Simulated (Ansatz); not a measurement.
Start from ZnGeP$_{2}$ in the chalcopyrite structure (space group I-42d, No. 122; a = 5.500 Å, c = 10.845 Å). Axes: x, y, z lie along a, b, c of the conventional cell.

The values are results of PBE (Ansatz, an electronic-structure program, PAW, no spin-orbit coupling), not measurements.

For the base:

| Item | Result |
|---|---|
| Shortest interatomic distance | 2.360 Å |
| Pressure | 0.0 kbar |

Now apply this change: the cell is compressed by 2.25 % along z with no lateral relaxation; the atoms relax in the strained cell.

Problem. Estimate the effect on the shortest interatomic distance, energy relative to the base and pressure.

Solution. The shortest interatomic distance falls by 0.0174 Å, from 2.360 Å to 2.342 Å; the energy goes up by 3.9 meV/atom; the pressure (mean of the normal stresses, compression positive) goes from zero to 17.8 kbar.

Whether these cells are dynamically stable was not tested.
